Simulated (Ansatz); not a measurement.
Base system: PbS in the rock salt structure (space group Fm-3m, No. 225; a = 5.903 Å).

Structures relaxed with PBEsol (Ansatz, a first-principles code, PAW, no spin-orbit coupling).

Base:

Simulated powder pattern, Cu Kα1, λ = 1.54056 Å (kinematic, ideal powder, no thermal factors, no anomalous dispersion; the 10 strongest lines at most, above 2 %, up to 2θ = 90°):

| 2θ (°) | I/Imax (%) | hkl |
|---|---|---|
| 26.12 | 97 | (111) |
| 30.26 | 100 | (200) |
| 43.32 | 75 | (220) |
| 51.29 | 51 | (311) |
| 53.75 | 27 | (222) |
| 62.93 | 13 | (400) |
| 69.33 | 21 | (331) |
| 71.40 | 35 | (420) |
| 79.47 | 27 | (422) |
| 85.38 | 17 | (511) |

It is then changed as follows: cell and atoms relaxed at a pressure of 7.5 GPa.

Q: Where do the lines fall after the change?

A: 
Simulated powder pattern, Cu Kα1, λ = 1.54056 Å (kinematic, ideal powder, no thermal factors, no anomalous dispersion; the 10 strongest lines at most, above 2 %, up to 2θ = 90°):

| 2θ (°) | I/Imax (%) | hkl |
|---|---|---|
| 27.04 | 98 | (111) |
| 31.32 | 100 | (200) |
| 44.88 | 75 | (220) |
| 53.18 | 50 | (311) |
| 55.75 | 26 | (222) |
| 65.35 | 12 | (400) |
| 72.07 | 21 | (331) |
| 74.25 | 35 | (420) |
| 82.78 | 27 | (422) |
| 89.06 | 17 | (333) |

The indices refer to the base's conventional cell; one index is shown for lines that coincide.

Load acts through the strain it causes; cell and atoms are relaxed under it. Stability against distortions was not tested. No other phases were tried under pressure. The base started in Pnma and relaxed to Fm-3m at this level.
